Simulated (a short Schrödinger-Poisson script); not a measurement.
**MOS inversion layer, Al2O3 on p-type Si(100)**

Stack: MOS inversion layer, Al2O3 on p-type Si(100), at 300 K.

| layer | material | thickness (nm) | Na (cm⁻³) |
|---|---|---|---|
| 1 | Al2O3 | 2.6 | - |
| 2 | Si | 1000 | 9e16 |

Constants are typed, rounded textbook-type inputs, not results; the design itself was drawn at random and stands for no fabricated device. Al2O3: permittivity 9, conduction-band edge (eV) 2.7, gap (eV) 6.8, electron mass (mₑ) 0.3. Si: permittivity 11.7, conduction-band edge (eV) 0, gap (eV) 1.124, Nv at 300 K (cm⁻³) 3.1e19.

Channel valleys (confinement mass, in-plane density-of-states mass, number): Δ2 0.916, 0.19, 2; Δ4 0.19, 0.417, 4. At the gate the conduction-band edge of layer 1 lies 3.09 eV − eVg above the Fermi level of the channel; the field vanishes at the back. Gaps are held at their typed values at every temperature. Mesh 0.03 nm at interfaces.

From a short Schrödinger-Poisson script (our own, NumPy): 1D Poisson equation in equilibrium, electrons quantum, Hartree (BenDaniel-Duke, 12 states a valley, the channel's in-plane mass for all, wave functions free to enter the dielectric), parabolic valleys, classical holes, full ionisation, no traps, pinning or gate leakage.

```
Vg (V)  electrons (cm⁻²)  C (μF/cm²)  Δ2 E0 (meV)  Δ2 E1 (meV)  Δ4 E0 (meV)  Δ4 E1 (meV)
------  ----------------  ----------  -----------  -----------  -----------  -----------
0.15              3.64e7       0.103        330.6        364.2        358.0        413.8
0.25              1.35e9       0.104        236.0        271.3        264.7        323.4
0.35             4.46e10       0.310        144.2        181.3        174.4        235.8
0.45             4.72e11        1.19         80.1        122.0        114.0        179.6
0.55             1.37e12        1.67         47.8         97.1         87.7        158.3
0.65             2.49e12        1.90         27.9         84.6         73.6        148.7
0.75             3.72e12        2.04         13.2         76.9         64.3        143.3
0.85             5.02e12        2.13          1.2         71.6         57.4        139.8
0.95             6.37e12        2.20         -9.0         67.6         51.9        137.4
1.05             7.76e12        2.25        -18.2         64.4         47.1        135.6
1.15             9.18e12        2.29        -26.5         61.8         42.9        134.2
```

Subbands count from the Fermi level.
